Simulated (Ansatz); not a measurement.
## A self-consistent single point of KMgF3 (Pm-3m, 5 atoms in the cell) with Ansatz

Method: PBE (plane waves, PAW; Ansatz, a first-principles code).

The input file:

Ansatz 0.2 input:
```yaml
# KMgF3
crystal:
  lattice:
    - [3.990000, 0.000000, 0.000000]
    - [0.000000, 3.990000, 0.000000]
    - [0.000000, 0.000000, 3.990000]
  atoms:
    - { symbol: K, position: [0.000000, 0.000000, 0.000000] }
    - { symbol: Mg, position: [0.500000, 0.500000, 0.500000] }
    - { symbol: F, position: [0.500000, 0.000000, 0.500000] }
    - { symbol: F, position: [0.000000, 0.500000, 0.500000] }
    - { symbol: F, position: [0.500000, 0.500000, 0.000000] }
basis:
  ecutwfc: 420.0
kpoints:
  mp_grid: { grid: [4, 4, 4] }
hamiltonian:
  xc: pbe
  pseudopotentials: { kind: paw }
scf:
  occupations: { method: fermi_dirac, width: 0.05 }
output:
  forces: true
  eigenvalues: true
  stress: true
```

The program printed (abridged):

```
WARN ansatz: RAYON_NUM_THREADS=1 ignored (pool sized by the plan → 1); use --threads N
Pseudopotentials: kind: paw
Pseudopotential: K, paw, valence charge 9
Pseudopotential: Mg, paw, valence charge 10
Pseudopotential: F, paw, valence charge 7
Crystal: 5 atoms, lattice volume = 63.521 Å³
Basis set: ecut = 420 eV, 1237 PW (Γ), exchange–correlation on 54×54×54 points (8 copies of the dense FFT grid, shifted against one another)
Bands: 25, of which v1, the nominal top of the filled ones, is band 20 counted from 1 (19 counted from 0)
Symmetry: 48 space group operations
Space group: Pm-3m (ITA 221), of the structure as read, at distance tolerance 4.0e-5 Å
k-points: 10 of 64
Initial density: superposition of atomic densities (neutral atoms: chi_scale 0, normalization atom), corrected by the library's trained network
Initial wavefunctions: pseudopotential atomic-orbital guess
Eigensolver: davidson
Functional: x = pbe(κ = 0.804, μ = 0.2195149727645171), c = pbe(β = 0.06672455060314922)
SCF iter   1: F=—  HF=-5894.704111 eV  |F-HF|=—  |Δ(HF+E_count)|=         —  Δρ=5.07e-4  dr2=3.68e-5  ethr=1.77e-3  ⟨swp⟩=5.8  Hψ=1192  notcnv=0
all-band conjugate gradients solve this SCF's bands
preconditioner: auto → Resta (q_TF=auto, 2.526 Å⁻¹)
SCF iter   2: F=—  HF=-5894.704135 eV  |F-HF|=—  |Δ(HF+E_count)|=   2.45e-5  Δρ=2.95e-4  dr2=2.25e-5  ethr=9.21e-8  ⟨swp⟩=3.0  Hψ=651  notcnv=0
SCF iter   3: F=—  HF=-5894.704240 eV  |F-HF|=—  |Δ(HF+E_count)|=   1.05e-4  Δρ=1.23e-4  dr2=4.24e-6  ethr=5.62e-8  ⟨swp⟩=2.7  Hψ=423  notcnv=0  defer=4
SCF iter   4: F=—  HF=-5894.704265 eV  |F-HF|=—  |Δ(HF+E_count)|=   2.42e-5  Δρ=5.30e-5  dr2=1.03e-6  ethr=1.06e-8  ⟨swp⟩=2.0  Hψ=430  notcnv=0  defer=4
SCF iter   5: F=—  HF=-5894.704269 eV  |F-HF|=—  |Δ(HF+E_count)|=   4.56e-6  Δρ=2.30e-5  dr2=2.15e-7  ethr=2.58e-9  ⟨swp⟩=2.0  Hψ=386  notcnv=0  defer=4
SCF iter   6: F=-5894.704269 eV  HF=-5894.704269 eV  |F-HF|=2.03e-8  |Δ(HF+E_count)|=   7.03e-8  Δρ=7.66e-6  dr2=2.07e-8  ethr=2.50e-10  ⟨swp⟩=7.2  Hψ=1138  notcnv=0
SCF 1 converged in 6 iterations: F = -5894.704269 eV  dr2 = 2.07e-8
SCF converged after 6 iterations
Free energy (F): -5894.704269 eV
Harris-Foulkes:  -5894.704269 eV  (|F-HF|=2.03e-8)
Internal energy: -5894.704269 eV  (E = F + TS)
E sigma→0 (E₀):  -5894.704269 eV
Fermi energy:    6.535365 eV
--- Per-component energies (eV) ---
  E_band       = -501.180356
  E_kinetic    = 956.741359
  E_local      = -3737.414049  (includes V_loc(G=0)·N_el)
  E_nonlocal   = 327.921195
  E_hartree    = 1360.302966
  E_xc         = -407.230845
  E_vxc        = -513.927613  (∫ρ·V_xc dr)
  E_paw        = -1676.190194  (= ΣΔE_a)
  E_vpaw       = -255.106722  (= ΣTr[D̂ρ^β])
  E_aug_tail   = 0.006184  (compensation charges beyond the density's cutoff)
  E_ewald      = -2718.840885
  E_smearing   = -0.000000  (= −TS)
  E_closure    = -0.000000  (closes the sum)
  Σ components = -5894.704269   (vs F -5894.704269, Δ=0.00e0)
--- Forces (eV/Å), atoms counted from 1 ---
  atom   1  K     -0.00000000     0.00000000    -0.00000000
   [... zero for the other atoms too ...]
  max |Σ_I F_I| component: 6.82e-29 eV/Å
--- Stress (GPa, compression-positive) ---
        3.531484      -0.000000      -0.000000
       -0.000000       3.531484       0.000000
       -0.000000      -0.000000       3.531484
  P = ⅓ Tr σ = 3.5315 GPa (35.315 kbar)
  The stress holds the Pulay correction. Without it, at fixed plane waves, as pw.x and ABINIT print it: P = 3.0187 GPa
--- Band table (eV; the first three rows and the last of 10) ---
  k-point 0: bands = ["-67.9630", "-34.7259", "-34.7259", "-34.7259", "-22.8254", "-17.2814", "-16.6344", "-16.6344", "-6.3170", "-6.3170", "-6.3170", "0.4306", "0.4306", "0.4306", "2.2007", "2.2007", "2.2007", "2.5011", "2.5011", "2.5011", [...]
  k-point 1: bands = ["-67.9630", "-34.7294", "-34.7258", "-34.7258", "-22.8115", "-17.2152", "-16.7030", "-16.6302", "-6.3103", "-6.2899", "-6.2899", "0.4865", "0.4949", "0.4949", "1.9870", "2.0765", "2.0872", "2.0872", "2.3973", "2.3973", [...]
  k-point 2: bands = ["-67.9630", "-34.7329", "-34.7257", "-34.7257", "-22.7975", "-17.1279", "-16.7925", "-16.6260", "-6.3036", "-6.2625", "-6.2625", "0.5672", "0.5672", "0.6673", "1.3917", "1.9577", "1.9661", "1.9661", "2.2959", "2.2959", [...]
  k-point 9: bands = ["-67.9629", "-34.7325", "-34.7325", "-34.7325", "-22.7643", "-16.7929", "-16.7929", "-16.7929", "-6.5006", "-6.5006", "-6.5006", "-1.0402", "1.1622", "1.1622", "1.1622", "1.7162", "1.7162", "2.8219", "2.8219", "2.8219", [...]
```

The run converged in 6 iterations.

The starting cell has typed, rounded lattice constants, without a prior relaxation at this level. With a pressure of about 4 GPa the cell is away from its equilibrium volume at this level. Ansatz's pressure includes its estimate of the finite-basis (Pulay) stress. Without the estimate this run gives 3.02 GPa.
